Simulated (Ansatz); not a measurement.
SrWO4 (I4₁/a, No. 88; cell taken from a computed entry) was calculated with LDA (Ansatz, a first-principles code, PAW).

Numerical settings: plane-wave cutoff 520 eV, 10×10×10 k mesh, Fermi–Dirac smearing 0.01 eV, no spin polarisation, scalar-relativistic PAW data made under PBE.

Cell (relaxed with PBEsol):

```cif
data_O16Sr4W4
_chemical_formula_sum 'Sr4 W4 O16'
_space_group_name_H-M_alt 'I41/a :1'
_space_group_IT_number 88
_space_group_name_Hall 'I 4bw -1bw'
_cell_length_a 5.40476
_cell_length_b 5.40476
_cell_length_c 11.83611
_cell_angle_alpha 90.000
_cell_angle_beta 90.000
_cell_angle_gamma 90.000
loop_
_space_group_symop_operation_xyz
  'x, y, z'
  '-y, x+1/2, z+1/4'
  '-x+1/2, -y+1/2, z+1/2'
  'y+1/2, -x, z+3/4'
  '-x, -y+1/2, -z+1/4'
  'y, -x, -z'
  'x+1/2, y, -z+3/4'
  '-y+1/2, x+1/2, -z+1/2'
  'x+1/2, y+1/2, z+1/2'
  '-y+1/2, x, z+3/4'
  '-x, -y, z'
  'y, -x+1/2, z+1/4'
  '-x+1/2, -y, -z+3/4'
  'y+1/2, -x+1/2, -z+1/2'
  'x, y+1/2, -z+1/4'
  '-y, x, -z'
loop_
_atom_site_label
_atom_site_type_symbol
_atom_site_symmetry_multiplicity
_atom_site_Wyckoff_symbol
_atom_site_fract_x
_atom_site_fract_y
_atom_site_fract_z
_atom_site_occupancy
Sr1 Sr 4 a 0.00000 0.00000 0.00000 1
W1 W 4 b 0.00000 0.00000 0.50000 1
O1 O 16 f 0.26432 0.14359 0.16650 1
```
(The calculation used a cell of 12 atoms; values per cell refer to that cell.)

Estimate the band gap that the calculation returns.


- band gap: 4.38 eV

Note: cell and atoms aren't relaxed at this level (largest force component 0.17 eV/Å, pressure -4.3 GPa); this cell isn't known to be the ambient phase, and symmetry holds it in the calculation.

Spin–orbit coupling is not included.

Computed values are for the static lattice.
